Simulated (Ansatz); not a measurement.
## A computed series for hypothetical simple cubic Ni: response to strain

The parent structure is Ni in the simple cubic structure (space group Pm-3m, No. 221; a = 2.3319 Å; ferromagnetic; a hypothetical phase, not in the database extracts checked; relaxed with 0.1 eV smearing). Axes: x, y, z lie along the cube axes.

Strains are applied to the cell and any free atomic positions relax.

Levels (all Ansatz, a program for electronic structure, PAW): PBE (420 eV, no spin-orbit coupling); PBEsol (420 eV, no spin-orbit coupling).

The base cell above is that of PBE; each level relaxes its own structures.

Notes on the quantities. energy relative to the base: free energy F.

| case | energy relative to the base, PBE | energy relative to the base, PBEsol |
|---|---|---|
| isotropic strain −5.46 % | +182 meV/atom | +0.204 eV/atom |
| isotropic strain −0.33 % | +0.5 meV/atom | +0.6 meV/atom |
| uniaxial strain ε_zz = −1.23 % | +2.1 meV/atom | +2.4 meV/atom |
| strain tensor (xx, yy, zz, yz, xz, xy) = (−0.63, −1.86, −1.10, −1.19, +0.40, −0.51) % | +7.4 meV/atom | +8.4 meV/atom |

The two levels differ by at most about 21 meV/atom. They put the cases in the same order.

The magnetic state is the one reached from the starting moments; the real material's order can differ, and small cells can't hold many antiferromagnetic ones. No phonon test of stability was made.
